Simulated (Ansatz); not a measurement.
**LiF, response to strain**

Take LiF in the rock salt structure (space group Fm-3m, No. 225; a = 4.0680 Å) as the base.

Strains are applied to the cell and any free atomic positions relax.

Calculations: Ansatz (a quantum-chemistry and plane-wave program), PBE, PAW, cutoff 420 eV, spin-orbit coupling left out.

Candidates:
(a) isotropic strain −2.00 %
(b) isotropic strain +2.50 %
(c) isotropic strain +1.00 %
(d) isotropic strain −3.00 %

For the base:

The band gap comes out as 8.83 eV.

Problem. Order them by band gap, lowest first.

Solution. (b) isotropic strain +2.50 % (8.22 eV), (c) isotropic strain +1.00 % (8.58 eV), (a) isotropic strain −2.00 % (9.37 eV), (d) isotropic strain −3.00 % (9.66 eV)

Stability against distortions was not tested.
